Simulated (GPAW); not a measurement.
Worked example: self-consistent single point of PbSe (Fm-3m, 2 atoms in the cell) in GPAW.

Method of the run: LDA (Perdew-Wang 92), GPAW PAW datasets LDA (gpaw-data 1.0.1) (plane waves; GPAW 25.7.0).

```
CELL_PARAMETERS angstrom
      0.00000     3.06000     3.06000
      3.06000     0.00000     3.06000
      3.06000     3.06000     0.00000
ATOMIC_POSITIONS crystal
  Pb 0.00000 0.00000 0.00000
  Se 0.50000 0.50000 0.50000
```

Reference input (self-consistent single point, DFT PBE, plane waves, GPAW PAW datasets PBE (gpaw-data 1.0.1)): mode = pw; ecut = 600 eV; xc = PBE; kpts = 6 6 6; mesh shift (steps) = 0 0 0; occupations.name = fermi-dirac; occupations.width = 0.01 eV; nbands = -8; convergence.density = 1e-05 e/electron; convergence.energy = 1e-05 eV/electron; convergence.bands = -6; symmetry.symmorphic = false. This run's input differs from it in these lines:

```diff
@@ -13,3 +13,3 @@
 calc = GPAW(mode=PW(600),
-            xc='PBE',
+            xc='LDA',
             kpts={'size': (6, 6, 6), 'gamma': True},
```

Its files differ too (potentials: GPAW PAW datasets LDA (gpaw-data 1.0.1)).

Log, with long lists cut:

```
     iter     time        total  log10-change:
                         energy   eigst   dens
iter:   1 --:--:--    -9.948052   +0.24
iter:   2 --:--:--    -9.895124   -0.46  -1.25
iter:   3 --:--:--    -9.716201   -1.65  -1.30
iter:   4 --:--:--    -9.719571   -2.21  -1.64
iter:   5 --:--:--    -9.703886   -3.09  -1.82
iter:   6 --:--:--    -9.703693   -3.91  -2.52
iter:   7 --:--:--    -9.703543   -5.15  -2.78
iter:   8 --:--:--    -9.703478   -5.84  -2.91
iter:   9 --:--:--    -9.703445c  -5.44  -3.06
iter:  10 --:--:--    -9.703445c  -6.70  -3.84
iter:  11 --:--:--    -9.703451c  -6.07  -3.88
iter:  12 --:--:--    -9.703448c  -6.86  -3.74
iter:  13 --:--:--    -9.703448c  -7.64c -3.95
iter:  14 --:--:--    -9.703447c  -8.48c -4.01
iter:  15 --:--:--    -9.703447c  -7.02  -4.03
iter:  16 --:--:--    -9.703447c  -8.38c -4.29
iter:  17 --:--:--    -9.703447c  -9.42c -4.37
iter:  18 --:--:--    -9.703447c  -7.97c -4.41
iter:  19 --:--:--    -9.703447c  -9.02c -4.84
iter:  20 --:--:--    -9.703447c -10.03c -4.91
iter:  21 --:--:--    -9.703447c -10.43c -4.98
iter:  22 --:--:--    -9.703447c  -9.79c -5.05c
Converged after 22 iterations.

Dipole moment: (-0.000000, -0.000000, -0.000000) |e|*Ang

Energy contributions relative to reference atoms: (reference = -632988.107271)

Kinetic:        +14.656103
Potential:      -15.362988
External:        +0.000000
XC:              -8.944824
Entropy (-ST):   -0.000005
Local:           -0.051735
SIC:             +0.000000
--------------------------
Free energy:     -9.703450
Extrapolated:    -9.703447

Showing only first 2 kpts
 Kpt  Band  Eigenvalues  Occupancy
  0     8      3.89942    2.00000
  0     9      3.89942    2.00000
  0    10     10.35013    0.00000
  0    11     10.35013    0.00000

  1     8      3.51708    2.00000
  1     9      4.95207    2.00000
  1    10      7.65904    0.00000
  1    11     10.22845    0.00000

Fermi level: 5.85152

Gap: 0.140 eV
Transition (v -> c):
  (s=0, k=15, n=9, [0.50, 0.50, 0.50]) -> (s=0, k=15, n=10, [0.50, 0.50, 0.50])
No difference between direct/indirect transitions
Energy (eV): -9.703447

Forces in eV/Ang:
  0 Pb   -0.00000    0.00000    0.00000
  1 Se    0.00000    0.00000    0.00000

Stress tensor:
     0.014447    -0.000000    -0.000000
    -0.000000     0.014447    -0.000000
    -0.000000    -0.000000     0.014447
Stress (GPa, Voigt): [ 2.3147  2.3147  2.3147 -0.     -0.     -0.    ]
```

The run converged in 22 iterations. GPAW prints stress with tension positive. Against the reference run the pressure goes from 2.22 to -2.31 GPa and the gap on the mesh goes from 0.241 to 0.140 eV.

The starting cell has typed, rounded lattice constants, without a prior relaxation at this level. Spin-orbit coupling is off.
